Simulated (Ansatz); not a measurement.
Take BiB in the zinc blende structure (space group F-43m, No. 216; a = 5.4905 Å; a hypothetical phase, not in the database extracts checked) as the base. Axes: x, y, z lie along the cube axes.

Method: Ansatz (a first-principles code) r2SCAN, no spin-orbit coupling.

Strains are applied to the cell and any free atomic positions relax.

One change was made to it. Results:

| quantity | base | after |
|---|---|---|
| pressure (mean of the normal stresses, compression positive) | 0.00 GPa | -2.40 GPa |
| energy relative to the base (free energy F) | 0 meV/atom | +13 meV/atom |
| shortest interatomic distance | 2.377 Å | 2.386 Å |

Question: Name the change that was made.
A) strain tensor (xx, yy, zz, yz, xz, xy) = (+0.78, −2.63, +0.40, +0.44, +0.16, −0.23) %
B) strain tensor (xx, yy, zz, yz, xz, xy) = (+0.89, −0.31, +2.83, −1.45, −0.40, −0.06) %
C) strain tensor (xx, yy, zz, yz, xz, xy) = (+0.34, +0.87, +0.65, +0.17, +0.52, −0.39) %
D) strain tensor (xx, yy, zz, yz, xz, xy) = (−1.59, −0.36, −0.11, +1.34, −0.62, −0.51) %

Answer: B, strain tensor (xx, yy, zz, yz, xz, xy) = (+0.89, −0.31, +2.83, −1.45, −0.40, −0.06) %. For comparison, the energy relative to the base in the other runs: strain tensor (xx, yy, zz, yz, xz, xy) = (+0.34, +0.87, +0.65, +0.17, +0.52, −0.39) % gives +2.7 meV/atom; strain tensor (xx, yy, zz, yz, xz, xy) = (−1.59, −0.36, −0.11, +1.34, −0.62, −0.51) % gives +8.2 meV/atom; strain tensor (xx, yy, zz, yz, xz, xy) = (+0.78, −2.63, +0.40, +0.44, +0.16, −0.23) % gives +6.2 meV/atom.

Whether these cells are dynamically stable was not tested.
